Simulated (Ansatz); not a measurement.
# How far PBE and r2SCAN part for SiC

Start from SiC in the zinc blende structure (space group F-43m, No. 216; a = 4.3797 Å).

(Cell as relaxed with PBE.)

Levels (all Ansatz, a first-principles code, PAW, earlier PAW set): PBE (420 eV, scalar-relativistic without spin-orbit coupling); r2SCAN (500 eV, without spin-orbit coupling).

Each level relaxes its own structure.

| quantity | PBE | r2SCAN |
|---|---|---|
| volume per atom | 10.50 Å³ | (withheld) |
| lattice parameter a | 438.0 pm | (withheld) |
| band gap | 1.37 eV | (withheld) |
| gap character | indirect, Γ → X | (withheld) |
| electron mass | 0.68 mₑ along k, 0.23 mₑ across | (withheld) |
| hole mass (degenerate bands, along [100]) | 0.36, 0.59, 0.59 mₑ | (withheld) |

Q: Given the PBE results, estimate those of r2SCAN.

A: 
- volume per atom, r2SCAN: 10.34 Å³
- lattice parameter a, r2SCAN: 435.7 pm
- band gap, r2SCAN: 1.71 eV
- gap character, r2SCAN: indirect, Γ → X
- electron mass, r2SCAN: 0.64 mₑ along k, 0.23 mₑ across
- hole mass (degenerate bands, along [100]), r2SCAN: 0.35, 0.57, 0.57 mₑ

PBE's volume per atom lies 0.165 Å³ above r2SCAN's (1.6 %); PBE's lattice parameter a lies 2.3 pm above r2SCAN's (0.5 %); PBE's band gap lies 0.34 eV below r2SCAN's; the two agree on the gap character. Neither level is exact; r2SCAN is the comparison here, not a measurement.

Effective masses come from finite differences of ±0.01 Å⁻¹. Along k means along the line from Γ to the band edge. No phonon test of stability was made.
